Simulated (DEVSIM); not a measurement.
Structure: Au/Si3N4/n-Si capacitor, at 300 K.

Layer 1 from the left is Si3N4, thickness (nm) 15.0. Layer 2 from the left is Si, thickness (nm) 8800, Nd (cm⁻³) 4.3e15.

Metal gate on the left, work function 5.1 eV. Fixed charge at the semiconductor interface 5.1e11 cm⁻² (in units of +e); no interface traps.

Constants are typed, rounded textbook-type inputs, not results; the design itself was drawn at random and stands for no fabricated device. Values at 300 K.

Si3N4: gap (eV) 5.1, affinity (eV) 2.1, permittivity 7.5. Si: gap (eV) 1.124, affinity (eV) 4.05, permittivity 11.7, Nc (cm⁻³) 2.86e19, Nv (cm⁻³) 3.1e19.

Q: Estimate by hand the flat-band voltage, the threshold voltage, and compare with a numerical solution.

A: 
- Flat-band voltage: C = 0.443 μF/cm², work-function difference 0.822 V; VFB = φms − qNf/C = 0.64 V; numerical 0.64 V.
- Threshold voltage: φF = 0.333 V, depletion charge √(4εqNφF) = 3.09e-8 C/cm²; VT = VFB − 2φF − Qd/C = -0.10 V; numerical -0.10 V.

DEVSIM, 1D Poisson equation in equilibrium, Boltzmann statistics, complete ionisation; no quantum confinement or tunnelling. Metal contacts follow the ideal Schottky-Mott rule: no Fermi-level pinning, no interface dipoles.
